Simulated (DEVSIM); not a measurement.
System: Ge p-i-n diode, at 300 K.

```csv
layer (left to right),material,thickness (μm),Nd (cm⁻³),Na (cm⁻³),τn (s),τp (s)
1,Ge,0.790,-,1.7e18,2.9e-5,2.9e-5
2,Ge,0.470,6.3e12,-,2.9e-5,2.9e-5
3,Ge,0.380,1.3e17,-,2.9e-5,2.9e-5
```

Left contact: ohmic. Right contact: ohmic. Voltage is applied to the left contact. Recombination: SRH at mid-gap, radiative, Auger. Mobility is constant in doping.

This is a model device: material constants are rounded textbook-type values typed into the input, and sizes, dopings and lifetimes were drawn at random. Values at 300 K.

```
parameter           Ge
-------------  -------
gap (eV)         0.664
affinity (eV)        4
permittivity        16
Nc (cm⁻³)      1.04e19
Nv (cm⁻³)         6e18
μn (cm²/Vs)       3900
μp (cm²/Vs)       1900
B (cm³/s)      6.4e-14
Cn (cm⁶/s)       1e-31
Cp (cm⁶/s)       1e-31
```

Simulated with DEVSIM: 1D drift-diffusion, Boltzmann statistics, complete ionisation; no tunnelling, impact ionisation, image-force lowering or self-heating.

Task: Tabulate band edges, carrier densities and field at zero bias.

Result: Energies count from the Fermi level of the right contact; mesh points crowd at the junctions.

```json
[
 {"x (μm)": "0.000", "Ec (eV)": "0.631", "Ev (eV)": "-0.033", "n (cm⁻³)": "2.6e8", "p (cm⁻³)": "1.7e18", "field (V/cm)": "≈ 0"},
 {"x (μm)": "0.02350", "Ec (eV)": "0.631", "Ev (eV)": "-0.033", "n (cm⁻³)": "2.6e8", "p (cm⁻³)": "1.7e18", "field (V/cm)": "≈ 0"},
 {"x (μm)": "0.06856", "Ec (eV)": "0.631", "Ev (eV)": "-0.033", "n (cm⁻³)": "2.6e8", "p (cm⁻³)": "1.7e18", "field (V/cm)": "≈ 0"},
 {"x (μm)": "0.1549", "Ec (eV)": "0.631", "Ev (eV)": "-0.033", "n (cm⁻³)": "2.6e8", "p (cm⁻³)": "1.7e18", "field (V/cm)": "≈ 0"},
 {"x (μm)": "0.3950", "Ec (eV)": "0.631", "Ev (eV)": "-0.033", "n (cm⁻³)": "2.6e8", "p (cm⁻³)": "1.7e18", "field (V/cm)": "≈ 0"},
 {"x (μm)": "0.5962", "Ec (eV)": "0.631", "Ev (eV)": "-0.033", "n (cm⁻³)": "2.6e8", "p (cm⁻³)": "1.7e18", "field (V/cm)": "≈ 0"},
 {"x (μm)": "0.7012", "Ec (eV)": "0.631", "Ev (eV)": "-0.033", "n (cm⁻³)": "2.6e8", "p (cm⁻³)": "1.7e18", "field (V/cm)": "≈ 0"},
 {"x (μm)": "0.7682", "Ec (eV)": "0.631", "Ev (eV)": "-0.033", "n (cm⁻³)": "2.6e8", "p (cm⁻³)": "1.7e18", "field (V/cm)": "-230"},
 {"x (μm)": "0.7900", "Ec (eV)": "0.605", "Ev (eV)": "-0.059", "n (cm⁻³)": "7.1e8", "p (cm⁻³)": "6.2e17", "field (V/cm)": "-61000"},
 {"x (μm)": "0.8131", "Ec (eV)": "0.536", "Ev (eV)": "-0.128", "n (cm⁻³)": "1.0e10", "p (cm⁻³)": "4.2e16", "field (V/cm)": "-18000"},
 {"x (μm)": "0.8562", "Ec (eV)": "0.483", "Ev (eV)": "-0.181", "n (cm⁻³)": "8.0e10", "p (cm⁻³)": "5.5e15", "field (V/cm)": "-9600"},
 {"x (μm)": "0.9789", "Ec (eV)": "0.383", "Ev (eV)": "-0.281", "n (cm⁻³)": "3.8e12", "p (cm⁻³)": "1.1e14", "field (V/cm)": "-7700"},
 {"x (μm)": "1.112", "Ec (eV)": "0.281", "Ev (eV)": "-0.383", "n (cm⁻³)": "2.0e14", "p (cm⁻³)": "2.2e12", "field (V/cm)": "-7700"},
 {"x (μm)": "1.193", "Ec (eV)": "0.216", "Ev (eV)": "-0.448", "n (cm⁻³)": "2.5e15", "p (cm⁻³)": "1.8e11", "field (V/cm)": "-8600"},
 {"x (μm)": "1.245", "Ec (eV)": "0.164", "Ev (eV)": "-0.500", "n (cm⁻³)": "1.8e16", "p (cm⁻³)": "2.4e10", "field (V/cm)": "-13000"},
 {"x (μm)": "1.264", "Ec (eV)": "0.134", "Ev (eV)": "-0.530", "n (cm⁻³)": "5.8e16", "p (cm⁻³)": "7.6e9", "field (V/cm)": "-14000"},
 {"x (μm)": "1.291", "Ec (eV)": "0.116", "Ev (eV)": "-0.548", "n (cm⁻³)": "1.1e17", "p (cm⁻³)": "3.8e9", "field (V/cm)": "-2400"},
 {"x (μm)": "1.339", "Ec (eV)": "0.113", "Ev (eV)": "-0.551", "n (cm⁻³)": "1.3e17", "p (cm⁻³)": "3.4e9", "field (V/cm)": "-65"},
 {"x (μm)": "1.465", "Ec (eV)": "0.113", "Ev (eV)": "-0.551", "n (cm⁻³)": "1.3e17", "p (cm⁻³)": "3.4e9", "field (V/cm)": "≈ 0"},
 {"x (μm)": "1.557", "Ec (eV)": "0.113", "Ev (eV)": "-0.551", "n (cm⁻³)": "1.3e17", "p (cm⁻³)": "3.4e9", "field (V/cm)": "≈ 0"},
 {"x (μm)": "1.607", "Ec (eV)": "0.113", "Ev (eV)": "-0.551", "n (cm⁻³)": "1.3e17", "p (cm⁻³)": "3.4e9", "field (V/cm)": "≈ 0"},
 {"x (μm)": "1.640", "Ec (eV)": "0.113", "Ev (eV)": "-0.551", "n (cm⁻³)": "1.3e17", "p (cm⁻³)": "3.4e9", "field (V/cm)": "≈ 0"}
]
```
